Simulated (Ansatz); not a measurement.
```yaml
crystal:
  lattice:
    - [3.44786, 0.00000, 0.00000]
    - [0.00000, 3.44786, 0.00000]
    - [1.72393, -1.72393, 2.52734]
  atoms:
    - { symbol: Hf, position: [0.00000, 0.00000, 0.00000] }
    - { symbol: O, position: [0.75000, 0.75000, 0.50000] }
    - { symbol: O, position: [0.25000, 0.25000, 0.50000] }
```

No spin polarisation.

Level of theory: LDA, PAW, 420 eV (Ansatz, a quantum-chemistry and plane-wave program; no spin-orbit coupling). Settings: 11×11×11 k-points, 0.05 eV Fermi–Dirac smearing.

Problem. Estimate the space group.

Solution. I4/mmm (No. 139).

Problem. What electron mass does the calculation give?

Solution. 0.34 mₑ out of plane, 0.97 mₑ in plane (at Γ).

Problem. What smallest direct gap does the calculation give?

Solution. 3.54 eV.

Spin-orbit coupling, missing from the scalar runs, can matter with Hf. The cells carry an imposed strain or load. Effective masses come from finite differences of ±0.01 Å⁻¹. No phonon test of stability was made. The cell was made from HfO2 in the fluorite structure (space group Fm-3m, No. 225) by this change: biaxial strain −2.50 %, plane normal [001], relaxed out of plane. This is not the structure that HfO2 has at room temperature and ambient pressure.
